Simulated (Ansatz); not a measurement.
# Size effect: Pt$_{3}$Zn (Pm-3m) beside Mo

Pt3Zn (Pm-3m): ρ₀ = 13.7 μΩ·cm, ℓ = 6.03 nm. Mo (Im-3m): ρ₀ = 5.36 μΩ·cm, ℓ = 12.6 nm. Both at 300 K by PBEsol, DFPT electron-phonon coupling, linearised Boltzmann equation (plane waves, PAW, scalar-relativistic; Ansatz, a first-principles code); third figures are kept for the arithmetic, and halving the electron mesh moves ρ₀ by up to 1 and 1 % at 300 K, and ℓ by up to 6 and 2 % (the most at any temperature). Cell of Pt$_{3}$Zn (Pm-3m): a = b = c = 3.8743 Å, α = β = γ = 90.00°. Remarks on Pt$_{3}$Zn (Pm-3m): eigensolver warning. On Mo: eigensolver warning.

Square wire of width d: ρ(d) = ρ₀ + ρ₀ℓ [3(1 − p)/(4d) + 3R/(2D(1 − R))], with p = 0.4, R = 0.4, D = d.

Question: Reduce the formula and give each metal's size term.

Answer: With D = d the size term is Kρ₀ℓ/d, K = 0.75 × 0.6 + 1.5 × 0.4/0.60 = 1.45. Pt$_{3}$Zn (Pm-3m): ρ₀ℓ = 8.3×10⁻¹⁶ Ω·m², ρ = 13.7 + 120/d. Mo: 6.75×10⁻¹⁶ Ω·m², ρ = 5.36 + 97.9/d (μΩ·cm, d in nm).

Question: Do these numbers give a width at which Pt$_{3}$Zn (Pm-3m) overtakes?

Answer: Nowhere: neither ρ₀ nor ρ₀ℓ of Pt$_{3}$Zn (Pm-3m) lies under that of Mo.

Question: Tabulate ρL/d² for L = 1 μm against the trench width w. Take w = 12, 16, 18, 45 nm.

Answer: 
| w (nm) | ρ, Pt$_{3}$Zn (Pm-3m) (μΩ·cm) | Ω/μm, Pt$_{3}$Zn (Pm-3m) | ρ, Mo (μΩ·cm) | Ω/μm, Mo |
|---|---|---|---|---|
| 12 | 24 | 1640 | 13.5 | 940 |
| 16 | 21 | 830 | 11.5 | 450 |
| 18 | 20 | 630 | 10.8 | 330 |
| 45 | 16.4 | 81 | 7.5 | 37 |

The line of Mo has the lower resistance at w = 12, 16, 18, 45 nm.

The formula is the first-order form of the Fuchs-Sondheimer and Mayadas-Shatzkes models for a square wire of an isotropic metal and fails where d lies far under ℓ. p, R and D are assumed, not computed. Defining ℓ as one path for all states would lower each ρ₀ℓ, not all alike. Impurities, surface states and whether the polymorph can be grown are outside these numbers.

Formula and space group known from diffraction (Crystallography Open Database), not checked to be the room-temperature form: Pt3Zn (Pm-3m). The missing spin-orbit coupling matters most for Pt3Zn (Pm-3m).
